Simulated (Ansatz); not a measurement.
## Response to strain in Si

Base system: Si in the diamond structure (space group Fd-3m, No. 227; a = 5.402 Å). Axes: x, y, z lie along the cube axes.

Strains are applied to the cell and any free atomic positions relax.

Method: DFT with LDA, PAW potentials and a 420 eV plane-wave cutoff in Ansatz (an electronic-structure program), without spin-orbit coupling.

Notes on the quantities. energy relative to the base: free energy F.

| uniaxial strain ε_zz (%) | energy relative to the base (meV/atom) |
|---|---|
| -3 | 9.0 |
| -2.5 | 6.2 |
| -2 | 4.0 |
| -1.5 | 2.2 |
| -1 | ? |
| -0.5 | 0.2 |
| 0 | 0.0 |

Q: Fit ΔE = Aε² + Bε³ (ε in %) to the rows shown and predict the withheld row.

A: Least squares on the printed values gives A = 0.972 and B = -0.0091 meV/atom (largest residual 0.0 meV/atom); this predicts 1.0 meV/atom, and the run gives 1.0 meV/atom, in agreement.

Stability against distortions was not tested.
